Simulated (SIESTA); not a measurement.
**A self-consistent single point of Nb3Ru (Fm-3m, 4 atoms in the cell) with SIESTA**

Level of theory: SIESTA with GGA PBEsol, numerical atomic orbitals DZP, PseudoDojo PBEsol standard norm-conserving potentials (rewritten from UPF to PSML).

Input:

```
# files in the folder: Nb.psml Ru.psml (PseudoDojo PBEsol standard)
SystemName  Nb3Ru
SystemLabel siesta

NumberOfAtoms                4
NumberOfSpecies              2
%block ChemicalSpeciesLabel
  1 41 Nb
  2 44 Ru
%endblock ChemicalSpeciesLabel
LatticeConstant              1.0 Ang
%block LatticeVectors
     0.000000000    3.231855000    3.231855000
     3.231855000    0.000000000    3.231855000
     3.231855000    3.231855000    0.000000000
%endblock LatticeVectors
AtomicCoordinatesFormat      Ang
%block AtomicCoordinatesAndAtomicSpecies
     1.615927500    1.615927500    1.615927500  1
     4.847782500    4.847782500    4.847782500  1
     3.231855000    3.231855000    3.231855000  1
     0.000000000    0.000000000    0.000000000  2
%endblock AtomicCoordinatesAndAtomicSpecies

XC.functional                GGA
XC.authors                   PBEsol
PAO.BasisSize                DZP
PAO.EnergyShift              0.01 Ry
MeshCutoff                   350 Ry
%block kgrid.MonkhorstPack
    9   0   0  0.0
    0   9   0  0.0
    0   0   9  0.0
%endblock kgrid.MonkhorstPack
OccupationFunction           MP
OccupationMPOrder            0
ElectronicTemperature        100.0 meV

MaxSCFIterations             150
SCF.Mixer.Method             Pulay
SCF.Mixer.Weight             0.25
SCF.Mixer.History            6
SCF.DM.Tolerance             1.0E-04
Diag.ParallelOverK           true
WriteForces                  true
Charge.Mulliken              end
```

Output (repeated stretches shortened):

```
reinit: Reading from file input.fdf

reinit: System Name: Nb3Ru
reinit: System Label: siesta

coor:   Atomic-coordinates input format  =     Cartesian coordinates
coor:                                          (in Angstroms)

siesta: Atomic coordinates (Bohr) and species
siesta:      3.05366   3.05366   3.05366  1        1
siesta:      9.16098   9.16098   9.16098  1        2
siesta:      6.10732   6.10732   6.10732  1        3
siesta:      0.00000   0.00000   0.00000  2        4

siesta: System type = bulk

initatomlists: Number of atoms, orbitals, and projectors:      4    76    72

siesta: ******************** Simulation parameters ****************************
redata: Spin configuration                          = none
redata: Time-Reversal Symmetry                      = T
redata: Number of Atomic Species                    =        2
redata: Mesh Cutoff                                 =   350.0000 Ry
redata: Net charge of the system                    =     0.0000 |e|
redata: Min. number of SCF Iter                     =        0
redata: Max. number of SCF Iter                     =      150
redata: SCF convergence failure will abort job
redata: SCF mix quantity                            = Hamiltonian
redata: Mix DM or H after convergence               =   F
redata: Recompute H after scf cycle                 =   F
redata: Mix DM in first SCF step                    =   T
redata: No kicks to SCF
redata: DM Mixing Weight for Kicks                  =     0.5000
redata: Require Harris convergence for SCF          =   F
redata: Harris energy tolerance for SCF             =     0.000100 eV
redata: Require DM convergence for SCF              =   T
redata: DM tolerance for SCF                        =     0.000100
redata: Require EDM convergence for SCF             =   F
redata: EDM tolerance for SCF                       =     0.001000 eV
redata: Require H convergence for SCF               =   T
   [... lines left out ...]
diag: Used triangular part                          = Lower
diag: Absolute tolerance                            =  0.100E-15
diag: Orthogonalization factor                      =  0.100E-05
diag: Memory factor                                 =  1.0000

superc: Internal auxiliary supercell:     5 x     5 x     5  =     125
superc: Number of atoms, orbitals, and projectors:    500   9500   9000

                        Single-point calculation

superc: Internal auxiliary supercell:     5 x     5 x     5  =     125
superc: Number of atoms, orbitals, and projectors:    500   9500   9000

outcell: Unit cell vectors (Ang):
        0.000000    3.231855    3.231855
        3.231855    0.000000    3.231855
        3.231855    3.231855    0.000000

outcell: Cell vector modules (Ang)   :    4.570533    4.570533    4.570533
outcell: Cell angles (23,13,12) (deg):     60.0000     60.0000     60.0000
outcell: Cell volume (Ang**3)        :     67.5127
new_DM -- step:     1
Initializing Density Matrix...

Attempting to read DM from file... Failed...
DM filled with atomic data:

InitMesh: MESH = 48 x 48 x 48 = 110592
InitMesh: Mesh cutoff (required, used) =   350.000   457.238 Ry

stepf: Methfessel-Paxton step function
       Using Hermite-Gauss polynomials of order  0
        iscf     Eharris(eV)        E_KS(eV)     FreeEng(eV)     dDmax    Ef(eV) dHmax(eV)
   scf:    1    -7776.656551    -7816.221056    -7816.226066  0.519801 -2.646856 19.400417
   scf:    2    -7787.055989    -7817.459307    -7817.474367  0.505489 -3.292290 13.662380
   scf:    3    -7828.064069    -7827.573111    -7827.583866  0.271265 -3.329464  3.056950
   scf:    4    -7828.952974    -7828.508060    -7828.522765  0.211948 -3.919139  0.449393
   scf:    5    -7828.537022    -7828.525792    -7828.540410  0.010469 -3.917982  0.203053
   scf:    6    -7828.517266    -7828.526738    -7828.541349  0.019301 -3.904782  0.205421
   scf:    7    -7828.531182    -7828.529929    -7828.544570  0.008334 -3.923709  0.024167
   scf:    8    -7828.529993    -7828.529974    -7828.544619  0.000902 -3.925571  0.003645
   scf:    9    -7828.529974    -7828.529975    -7828.544620  0.000164 -3.926009  0.000154
   scf:   10    -7828.529975    -7828.529975    -7828.544620  0.000002 -3.926007  0.000032
SCF Convergence by DM+H criterion
max |DM_out - DM_in|         :     0.0000024865
max |H_out - H_in|      (eV) :     0.0000315365
SCF cycle converged after 10 iterations

Using DM_out to compute the final energy and forces

siesta: E_KS(eV) =            -7828.5300

siesta: E_KS - E_eggbox =     -7828.5300

siesta: Atomic forces (eV/Ang):
     1   -0.000029   -0.000029   -0.000029
     2    0.000029    0.000029    0.000029
     3   -0.000000   -0.000000    0.000000
     4   -0.000000    0.000000   -0.000000
   Tot   -0.000000   -0.000000    0.000000
   Max    0.000029
   Res    0.000020    sqrt( Sum f_i^2 / 3N )
   Max    0.000029    constrained

Stress tensor Voigt[x,y,z,yz,xz,xy] (kbar):       96.76       96.76       96.76       -0.04       -0.04       -0.04
(Free)E + p*V (eV/cell)    -7832.6220
Target enthalpy (eV/cell)    -7828.5446

siesta: Program's energy decomposition (eV):
siesta: Ebs     =     -1552.761242
siesta: Eions   =     12796.651523
siesta: Ena     =      3156.425974
siesta: Ekin    =      2355.202687
siesta: Enl     =       836.270197
siesta: Eso     =         0.000000
siesta: Edftu   =         0.000000
siesta: DEna    =       134.445060
siesta: DUscf   =         5.244925
siesta: DUext   =         0.000000
siesta: Ex      =     -1407.682096
siesta: Ec      =      -111.785196
siesta: Exc     =     -1519.467292
siesta: Eharris =     -7828.529975
siesta: Etot    =     -7828.529975
siesta: FreeEng =     -7828.544620

siesta: Stress tensor (static) (eV/Ang**3):
siesta:     0.060394   -0.000022   -0.000022
siesta:    -0.000022    0.060394   -0.000022
siesta:    -0.000022   -0.000022    0.060394

siesta: Cell volume =         67.512719 Ang**3

siesta: Pressure (static):
siesta:                Solid            Molecule  Units
siesta:          -0.00065778         -0.00065779  Ry/Bohr**3
siesta:          -0.06039446         -0.06039585  eV/Ang**3
siesta:         -96.76259706        -96.76481874  kBar

mulliken: Atomic and Orbital Populations:

Species: Nb
Atom  Qatom  Qorb
               4s      5s      5s      4py     4pz     4px     5py     5pz
               5px     4dxy    4dyz    4dz2    4dxz    4dx2-y2 4dxy    4dyz
               4dz2    4dxz    4dx2-y2
   1 12.901   1.821   0.313   0.298   1.922   1.922   1.922   0.281   0.281
              0.281   0.802   0.802   0.717   0.802   0.717   0.020   0.020

             -0.022   0.020  -0.022
   2 12.901   1.821   0.313   0.298   1.922   1.922   1.922   0.281   0.281
              0.281   0.802   0.802   0.717   0.802   0.717   0.020   0.020

             -0.022   0.020  -0.022
   3 13.031   1.818   0.226   0.346   1.916   1.916   1.916   0.265   0.265
              0.265   0.868   0.868   0.731   0.868   0.731   0.051   0.051

             -0.061   0.051  -0.061

Species: Ru
Atom  Qatom  Qorb
               4s      5s      5s      4py     4pz     4px     5py     5pz
               5px     4dxy    4dyz    4dz2    4dxz    4dx2-y2 4dxy    4dyz
               4dz2    4dxz    4dx2-y2
   4 16.167   1.839   0.582   0.207   1.942   1.942   1.942   0.334   0.334
              0.334   1.414   1.414   1.134   1.414   1.134   0.033   0.033

              0.050   0.033   0.050

mulliken: Qtot =       55.000

Mulliken Atomic Populations:
Atom #   charge [q] valence [e]  Species
     1     0.099183   12.900817  Nb
     2     0.099183   12.900817  Nb
     3    -0.031044   13.031044  Nb
     4    -0.167323   16.167323  Ru
 Total    -0.000000
```

The run converged in 10 iterations.

The starting cell comes from a database of computed structures (which also holds hypothetical and non-ambient phases and stackings), without a prior relaxation at this level. Spin polarisation is off. Values carry the incompleteness of an atom-centred basis. With a pressure of about -10 GPa the cell is away from its equilibrium volume at this level.

Cost on one core of a shared machine: roughly 2 min.
